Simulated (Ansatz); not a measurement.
The reference is FeSb2 (space group Pnnm, No. 58; non-magnetic).

```xyz
6
Lattice="5.7730 0.0000 0.0000 0.0000 6.4294 0.0000 0.0000 0.0000 3.1190" Properties=species:S:1:pos:R:3 pbc="T T T"
Fe     0.0000     0.0000     0.0000
Fe     2.8865     3.2147     1.5595
Sb     1.1025     2.2731     0.0000
Sb     4.6705     4.1563     0.0000
Sb     1.7840     5.4878     1.5595
Sb     3.9890     0.9416     1.5595
```

The values are results of PBEsol/PAW in Ansatz (an electronic-structure program), no spin-orbit coupling, not measurements.

Before the change:

| Property | Value |
|---|---|
| Volume per atom | 19.29 Å³ |
| Band gap | zero |

It is then changed as follows: a hydrostatic pressure of 5 GPa.

Q: Predict the new volume per atom and band gap.

A: The volume per atom falls by 0.73 Å³, from 19.29 Å³ to 18.56 Å³; the band gap is still zero.

With Sb present, leaving out spin-orbit coupling can change the band edges. Load acts through the strain it causes; cell and atoms are relaxed under it. No phonon test of stability was made. Competing high-pressure phases were not computed. Starting moments died away, wholly or in part, for the base; another magnetic solution may exist. The base started in Pnn2 and relaxed to Pnnm at this level. The final runs are not spin-polarised. A zero or small gap of FeSb2 can be the functional's error rather than a property of the material.
